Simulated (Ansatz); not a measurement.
For BeTe (model structure, started from the NiAs type, P6₃/mmc, No. 194, 4 atoms in the cell), PBE-D3(BJ) (plane waves, PAW; Ansatz, a program for electronic structure) gives:

| Property | Value |
|---|---|
| lattice constant a | 3.793 Å |
| c axis length | 5.915 Å |
| cohesive energy | 3.34 eV/atom |

Question: What does r²SCAN+rVV10 (Ansatz, PAW) give for the same quantities?

Answer: 
- lattice constant a: 3.846 Å (increases by 1.4 %)
- lattice parameter c: 5.998 Å (increases by 1.4 %)
- cohesive energy: 3.12 eV/atom (falls by 0.22 eV/atom)

Changes are worked out from the printed values.

Unless a cell is named, each level is at its own relaxed cell (PBE-D3(BJ) 18.42, r²SCAN+rVV10 19.20 Å³/atom).

Levels without +SOC leave out spin–orbit coupling, which shifts energies and cells of such heavy elements.

Ansatz's density-functional and Hartree–Fock values are scalar-relativistic unless marked +SOC, with PAW data made under PBE.

A model structure was made by putting elements into a prototype or built by hand; it is no filed structure, need not be a known phase, and can be a saddle point held by its symmetry.
